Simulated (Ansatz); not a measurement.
Base system: NaF in the rock salt structure (space group Fm-3m, No. 225).

```
NaF
1.0
    0.00000     2.31454     2.31454
    2.31454     0.00000     2.31454
    2.31454     2.31454     0.00000
Na F
1 1
Direct
  0.00000   0.00000   0.00000
  0.50000   0.50000   0.50000
```

Cartesian axes are those of the cell as printed.

Calculations: PBEsol (Ansatz, a first-principles code, PAW, spin-orbit coupling left out).

Before the change:

| Property | Result |
|---|---|
| Band gap | 6.20 eV |

Modification: biaxial strain +2.00 %, plane normal [001], relaxed out of plane (Cartesian); in-plane vectors clamped, the third vector and the atoms free.

What does the calculation give for the energy relative to the base and band gap after the change?

The energy increases by 3.3 meV/atom; the band gap drops by 0.16 eV, from 6.20 eV to 6.04 eV.

Stability against distortions was not tested.
